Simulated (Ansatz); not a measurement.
The parent structure is SnSe in the GeS type structure (space group Pnma, No. 62; a = 11.536 Å, b = 4.121 Å, c = 4.578 Å; layered, stacked along the Cartesian x axis).

Structures relaxed with r2SCAN+rVV10 (Ansatz, a quantum-chemistry and plane-wave program, PAW, without spin-orbit coupling).

Base:

Simulated powder pattern, Co Kα, λ = 1.79026 Å (kinematic, ideal powder, no thermal factors, no anomalous dispersion; the 14 strongest lines at most, above 2 %, up to 2θ = 90°):

```
2θ (°)  I/Imax (%)    hkl
------  ----------  -----
28.91           29  (201)
33.99           27  (011)
35.20          100  (111)
36.16           53  (400)
43.88           36  (311)
46.99           12  (102)
50.47           17  (411)
51.50           27  (020)
54.00           12  (112)
54.14          9.7  (302)
58.12           25  (511)
64.54           20  (420)
72.62          8.0  (512)
86.43          8.2  (131)
```

The change: cell and atoms relaxed at a pressure of 9 GPa.

Problem. Where do the lines fall after the change?

Solution. 
Simulated powder pattern, Co Kα, λ = 1.79026 Å (kinematic, ideal powder, no thermal factors, no anomalous dispersion; the 14 strongest lines at most, above 2 %, up to 2θ = 90°):

```tsv
2θ (°)	I/Imax (%)	hkl
26.78	8.0	(101)
32.12	6.4	(210)
37.58	100	(111)
37.89	46	(400)
46.60	49	(311)
51.40	17	(002)
53.22	19	(020)
54.79	6.3	(501)
61.56	21	(511)
65.60	15	(402)
67.18	17	(420)
77.14	11	(022)
80.78	7.3	(711)
89.33	14	(422)
```

The indices refer to the base's conventional cell; one index is shown for lines that coincide.

The mesh was chosen for an insulator and is coarse for the gapless case. Load acts through the strain it causes; cell and atoms are relaxed under it. No phonon test of stability was made. Competing high-pressure phases were not computed. All final runs are without spin polarisation.
